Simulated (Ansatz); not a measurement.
**Response to strain in Pd**

Take Pd in the fcc (Cu type) structure (space group Fm-3m, No. 225; a = 3.841 Å; relaxed with 0.1 eV smearing) as the base.

Strains are applied to the cell and any free atomic positions relax.

All numbers come from plane-wave PAW DFT at the LDA level (Ansatz, a program for electronic structure, 420 eV), no SOC.

```
isotropic strain (%)  pressure (GPa)
--------------------  --------------
-2.5                            21.0
-2                              16.1
-1.5                            11.5
-1                                 ?
0                                0.0
1                               -6.2
1.5                             -8.9
2                              -11.4
2.5                            -13.7
```

### Question
Fit P = P₀ − Bδ + Cδ² with δ = (1 + ε)³ − 1 to the rows shown and predict the withheld row.

### Answer
Least squares on the printed values gives P₀ = 0.1 GPa, B = 232 GPa, C = 714 GPa (largest residual 0.2 GPa); this predicts 7.6 GPa, and the run gives 7.4 GPa, 0.2 lower.

Stability against distortions was not tested. The final runs are not spin-polarised. Pd lies near a magnetic instability that expansion can trigger; it was not tested.
